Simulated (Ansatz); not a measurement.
The reference is BaTiO3 (space group P4mm, No. 99; a = 3.972 Å, c = 4.113 Å).

Now apply this change: hydrostatic tension (pressure −1 GPa).

Levels (all Ansatz, an electronic-structure program, PAW): r2SCAN (500 eV, no spin-orbit coupling); HSE06 (420 eV, no SOC).

The geometry is relaxed with r2SCAN.

* **r2SCAN band gap**: 2.22 eV

### Question
How does going to HSE06 change the band gap?

### Answer
The band gap grows by 1.09 eV to 3.31 eV.

Single points use the geometry relaxed with r2SCAN. Their cutoffs differ, which shifts pressures a little. The hybrid gap comes from the SCF mesh plus the semilocal run's edge points and a few special points and is an upper bound. Load acts through the strain it causes; cell and atoms are relaxed under it. No phonon test of stability was made. The final runs are not spin-polarised.
